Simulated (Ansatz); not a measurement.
System: C11b WSi₂. Method: LDA in Ansatz (PAW).

Settings: plane-wave cutoff 520 eV, 24×24×24 k mesh, Fermi–Dirac smearing 0.05 eV, no spin polarisation, scalar-relativistic PAW data made under PBE.

Cell (relaxed at this level):

```
WSi2
1.0
   -1.59268     1.59268     3.88579
    1.59268    -1.59268     3.88579
    1.59268     1.59268    -3.88579
Si W
2 1
Cartesian
  0.00000   0.00000   5.17061
  0.00000   0.00000   2.60097
  0.00000   0.00000   0.00000
```

Problem. What does this level give for the bulk modulus and pressure derivative B′ of the bulk modulus?

Solution. 
- bulk modulus: 238 GPa
- pressure derivative B′ of the bulk modulus: 4.4

The run finds no gap.

Note: the bulk modulus comes from volumes at which shape and atoms were relaxed.

Spin–orbit coupling is not included.

Computed values are for the static lattice.

Computing time: roughly 13 core-minutes.

Ansatz is an electronic-structure program.
